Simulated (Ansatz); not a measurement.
Take SrTiO$_{3}$ in the cubic perovskite structure (space group Pm-3m, No. 221; a = 3.891 Å) as the base.

Levels (all Ansatz, a program for electronic structure, PAW): PBEsol (420 eV, spin-orbit coupling left out); HSE06 (420 eV, scalar-relativistic without spin-orbit coupling).

Its gap is 1.85 eV with PBEsol and 3.37 eV with HSE06.

Perturbation: cell and atoms relaxed at a pressure of 75 GPa.

With PBEsol the gap becomes 2.20 eV.

Problem. If the HSE06 correction stayed the same, what would the HSE06 gap be, and what does the HSE06 run give?

Solution. A rigid correction of +1.52 eV gives 3.72 eV. The HSE06 run gives 3.85 eV, so the correction itself changes by +0.13 eV.

Single points use the geometry relaxed with PBEsol. HSE06 gaps are upper bounds (no full band path). Load acts through the strain it causes; cell and atoms are relaxed under it. No phonon test of stability was made. Competing high-pressure phases were not computed. The final runs are not spin-polarised. Many cubic perovskites are stable only at high temperature; tilts and polar distortions were not tested.
